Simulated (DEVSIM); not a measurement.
Structure: Schottky contact on p-type InP, at 300 K.

Layer 1 from the left is InP, thickness (μm) 4.90, Na (cm⁻³) 8.3e16, τn (s) 2.5e-9, τp (s) 2.5e-9.

Left contact: Schottky, work function 4.954 eV, emission velocity 1e7 cm/s. Right contact: ohmic. Voltage is applied to the left contact. Recombination: SRH at mid-gap. Mobility is μmin + (μ − μmin)/(1 + (N/Nref)^α).

Constants are typed, rounded textbook-type inputs, not results; the design itself was drawn at random and stands for no fabricated device. Values at 300 K.

InP: gap (eV) 1.344, affinity (eV) 4.38, permittivity 12.5, Nc (cm⁻³) 5.7e17, Nv (cm⁻³) 1.1e19, μn (cm²/Vs) 5200, μp (cm²/Vs) 170, μn,min 400, μp,min 10, Nref,n 3e17, Nref,p 4.9e17, αn 0.47, αp 0.62.

DEVSIM, 1D drift-diffusion, Boltzmann statistics, complete ionisation; no tunnelling, impact ionisation, image-force lowering or self-heating. Metal contacts follow the ideal Schottky-Mott rule: no Fermi-level pinning, no interface dipoles.

Dark forward current:

| |V| (V) | |J| (A/cm²) |
|---|---|
| 0.05 | 7.227e-6 |
| 0.10 | 5.609e-5 |
| 0.15 | 0.0003862 |
| 0.20 | 0.002609 |
| 0.25 | 0.01750 |
| 0.30 | 0.1165 |
| 0.35 | 0.7635 |
| 0.40 | 4.761 |
| 0.45 | 24.61 |
| 0.50 | 83.18 |
| 0.55 | 182.4 |
| 0.60 | 307.1 |
| 0.65 | 446.1 |
| 0.70 | 593.7 |
| 0.75 | 746.9 |
| 0.80 | 904.0 |
| 0.85 | 1064 |
| 0.90 | 1226 |
| 0.95 | 1389 |
| 1.00 | 1554 |
| 1.05 | 1721 |
| 1.10 | 1888 |
| 1.15 | 2055 |

Question: Work out the local ideality factor n = ΔV / (kT/q · ln(J2/J1)) between the rows 0.15 and 0.20 V, 1.10 and 1.15 V.

Answer: kT/q = 25.85 mV. From 0.15 to 0.20 V: ln(0.002609/0.0003862) = 1.910, n = 1.01, near the 1 of diffusion or emission over a barrier. From 1.10 to 1.15 V: ln(2055/1888) = 0.085, n = 22.82; the layers' resistance at their doping, Σ W/(qμN) = 0.00028 Ω cm², would take 47 mV of this step of 50 mV.

Question: Estimate the current at 0.25 V for emission alone, J0 = q v N_band exp(−φB/kT), and read the barrier back from the simulated current.

Answer: φB = 0.770 eV, N_band = 1.10e19 cm⁻³, J0 = 2.04e-6 A/cm²; J = J0 (exp(qV/kT) − 1) = 0.0323 A/cm². The simulation gives 0.0175 A/cm²; the estimate lies 85 % above. Read backwards, the simulated current gives an apparent barrier of 0.786 eV. The estimate leaves out transport through the depletion region and minority injection.
